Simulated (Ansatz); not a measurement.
Cubic perovskite CsCdCl3, treated with PBE0+SOC (Ansatz, a program for electronic structure, PAW).

Settings: plane-wave cutoff 460 eV, 4×4×4 k mesh, Fermi–Dirac smearing 0.01 eV, PAW data made under PBE.

Cell (measured lattice):

CdCsCl$_{3}$ is modelled in the cubic space group Pm-3m (No. 221), the cubic perovskite structure, Pearson symbol cP5. Conventional cell: a = b = c = 5.2100 Å, α = β = γ = 90.00°. Cs on 1a is coordinated by 12 Cl at 3.684 Å (cuboctahedral). Cd on 1b has 6 Cl at 2.605 Å (octahedral). Cl on 3c is coordinated by 2 Cd at 2.605 Å and 4 Cs at 3.684 Å (octahedral). (Neighbours: up to the widest gap in distance over summed covalent radii, below 1.35, at either atom; cation-cation and far metal-metal contacts left out.)

**Question.** Predict the band gap and smallest direct gap on the k points sampled.

**Answer.** 
* **band gap**: 3.89 eV (on the SCF k mesh) (indirect)
* **smallest direct gap on the k points sampled**: 4.49 eV

Note: cell and atoms aren't relaxed at this level (pressure 1.4 GPa).

Static lattice: no zero-point or thermal effects.
